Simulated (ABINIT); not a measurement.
Worked example: self-consistent single point of LuB2Ru3 (P6/mmm, 6 atoms in the cell) in ABINIT.

Method of the run: LDA (PW92), PAW (JTH v2.0 LDA PAW) (plane waves; ABINIT 10.0.3).

The change in words: lattice scaled by 0.98. Reference geometry:
```xyz
6
Lattice="5.4388 0.0000 0.0000 -2.7194 4.7101 0.0000 0.0000 0.0000 3.0106" Properties=species:S:1:pos:R:3 pbc="T T T"
Lu     0.0000     0.0000     0.0000
B      2.7194     1.5700     0.0000
B      0.0000     3.1401     0.0000
Ru     2.7194     0.0000     1.5053
Ru     1.3597     2.3551     1.5053
Ru    -1.3597     2.3551     1.5053
```

Reference input (self-consistent single point, DFT, LDA (PW92), plane waves, PAW (JTH v2.0 LDA PAW)): pseudos = [Lu.LDA_PW-JTH.xml, B.LDA_PW-JTH.xml, Ru.LDA_PW-JTH.xml]; ecut = 653 eV; pawecutdg = 1306 eV; pawxcdev = 0; ixc = 7; occopt = 7; tsmear = 0.00999582 Ha; ngkpt = 6 6 9; nshiftk = 1; shiftk = 0 0 0; potentials = JTH v2.0 LDA PAW; nband = 51. This run's input differs from it in these lines:

```diff
@@ -3,6 +3,6 @@
 pseudos "Lu.LDA_PW-JTH.xml, B.LDA_PW-JTH.xml, Ru.LDA_PW-JTH.xml"
-acell 5.4387898234 5.4387898234 3.0105900000 Angstrom
+acell 5.3300136960 5.3300136960 2.9503780000 Angstrom
 rprim
-         1.0000000000    0.0000000075    0.0000000000
-        -0.5000000065    0.8660254000    0.0000000000
+         1.0000000000    0.0000000132    0.0000000000
+        -0.5000000115    0.8660253972    0.0000000000
          0.0000000000    0.0000000000    1.0000000000
```

The program printed (abridged):

```
--- !BeginCycle
solver: {iscf: 17, nstep: 50, nline: 4, wfoptalg: 10, }
tolerances: {toldfe: 1.00E-09, }
...

     iter   Etot(hartree)      deltaE(h)  residm     nres2
 ETOT  1  -560.62070769082    -5.606E+02 1.213E+01 6.437E+01
 ETOT  2  -572.57037775145    -1.195E+01 4.099E+00 1.695E+03
 ETOT  3  -571.65268315473     9.177E-01 2.792E+00 1.642E+01
 ETOT  4  -571.79270596888    -1.400E-01 4.405E-01 3.766E+00
 ETOT  5  -571.79126831985     1.438E-03 1.990E-01 2.723E+00
   [... 21 lines left out ...]
 ETOT 27  -571.79567628210    -5.485E-09 2.368E-03 1.790E-07
 ETOT 28  -571.79567629740    -1.530E-08 7.327E-04 1.400E-07
 ETOT 29  -571.79567629777    -3.695E-10 8.220E-04 1.748E-07
 ETOT 30  -571.79567629734     4.381E-10 3.328E-04 3.816E-08
 At SCF step   30, etot is converged :
  for the second time, diff in etot=  4.381E-10 < toldfe=  1.000E-09

 Cartesian components of stress tensor (hartree/bohr^3)
  sigma(1 1)= -2.75442089E-04  sigma(3 2)=  0.00000000E+00
  sigma(2 2)= -2.75442091E-04  sigma(3 1)=  0.00000000E+00
  sigma(3 3)= -1.99089513E-04  sigma(2 1)=  4.57071783E-12

 ----iterations are completed or convergence reached----

 reduced coordinates (array xred) for    6 atoms
       0.000000000000      0.000000000000      0.000000000000
       0.666666666667      0.333333333333      0.000000000000
       0.333333333333      0.666666666667      0.000000000000
       0.500000000000      0.000000000000      0.500000000000
       0.500000000000      0.500000000000      0.500000000000
       0.000000000000      0.500000000000      0.500000000000
   [... lines left out ...]
 Fermi (or HOMO) energy (hartree) =   0.43547   Average Vxc (hartree)=  -0.47153
 Fermi (or HOMO) energy (eV) =  11.84988   Average Vxc (eV)= -12.83088
   [... lines left out ...]
'-kT*entropy'       : -4.71164000251990E-03
total_energy        : -5.71795692199501E+02
total_energy_eV     : -1.55593520699350E+04
...

-Cartesian components of stress tensor (GPa)         [Pressure=  7.3550E+00 GPa]
- sigma(1 1)= -8.10378466E+00  sigma(3 2)=  0.00000000E+00
- sigma(2 2)= -8.10378472E+00  sigma(3 1)=  0.00000000E+00
- sigma(3 3)= -5.85741471E+00  sigma(2 1)=  1.34475139E-07

 Calculation completed.
```

The run converged in 30 iterations. Against the reference run the free energy drops by 3.2 meV/atom and the pressure goes from -8.28 to 7.35 GPa.

The starting cell comes from a database of computed structures (which also holds hypothetical and non-ambient phases and stackings), without a prior relaxation at this level. For this run, on top of that: lattice scaled by 0.98. Spin polarisation is off. With a pressure of about 7 GPa the cell is away from its equilibrium volume at this level.

Cost on one core of a shared machine: roughly 5 min.
